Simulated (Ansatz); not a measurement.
Seebeck coefficient (μV/K, mean over directions) of n-type Mg$_{2}$Si (Fm-3m) against carrier density, Ansatz (a first-principles code) with HSE06, rigid bands. Computed gap 0.56 eV; densities at which minority carriers matter at this gap, or further valleys turn the trend, are left out. Conductivity mass 0.27 mₑ (harmonic mean over directions), N_c = 1.2e19 cm⁻³ at 300 K.

```csv
electron density,300 K,500 K
1e18 cm⁻³,-425,-505
3e18 cm⁻³,-332,-411
1e19 cm⁻³,?,?
3e19 cm⁻³,-155,-224
1e20 cm⁻³,?,-146
3e20 cm⁻³,-59,-98
1e21 cm⁻³,-40,-65
```

Task: Fill in the missing entries.

Result: 
- 1e19 cm⁻³, 300 K: -234
- 1e19 cm⁻³, 500 K: -310
- 1e20 cm⁻³, 300 K: -91

Rigid bands with a gap fixed in temperature, one relaxation time for all states, no polarons or phonon drag, and whether or not such doping can be reached. Spin-orbit coupling is left out. Geometry: cell and atoms relaxed with PBEsol.
